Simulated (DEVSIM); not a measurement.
System: abrupt Ge n-p junction, at 250 K.

Layer 1 from the left is Ge, thickness (μm) 1.40, Nd (cm⁻³) 2.3e16, τn (s) 1.6e-6, τp (s) 1.6e-6. Layer 2 from the left is Ge, thickness (μm) 2.30, Na (cm⁻³) 2.4e16, τn (s) 1.6e-6, τp (s) 1.6e-6.

Left contact: ohmic. Right contact: ohmic. Voltage is applied to the left contact. Recombination: SRH at mid-gap. Mobility is constant in doping.

Constants are typed, rounded textbook-type inputs, not results; the design itself was drawn at random and stands for no fabricated device. Values at 300 K; Nc and Nv go as T^1.5, mobilities as T to minus their exponent, the gap by Varshni's rule with the affinity fixed.

Ge: gap (eV) 0.664, affinity (eV) 4, permittivity 16, Nc (cm⁻³) 1.04e19, Nv (cm⁻³) 6e18, μn (cm²/Vs) 3900, μp (cm²/Vs) 1900, T exponent of μn 1.66, T exponent of μp 2.33, Varshni α (eV/K) 0.000477, Varshni β (K) 235.

Task: Estimate by hand the built-in potential, the peak field at zero bias, the capacitance at 1 V, and compare with a numerical solution.

Result: 
- Built-in potential: ni = √(Nc Nv) exp(−Eg/2kT) = 7.88e11 cm⁻³ with Eg = 0.683 eV; Vbi = kT/q ln(Na Nd/ni²) = 0.444 V; numerical 0.444 V.
- Peak field at zero bias: depletion approximation: W = √(2εVbi/(qN)) = 0.259 μm with N = 1.17e16 cm⁻³; field = 2Vbi/W = 34300 V/cm; numerical 32600 V/cm (estimate above by 5.2 %).
- Capacitance at 1 V: C = √(qεN / 2(Vbi + |V|)) = 30.4 nF/cm²; numerical 30.9 nF/cm² (estimate below by 1.5 %).

Model (solved in DEVSIM): 1D drift-diffusion, Boltzmann statistics, complete ionisation; no tunnelling, impact ionisation, image-force lowering or self-heating.
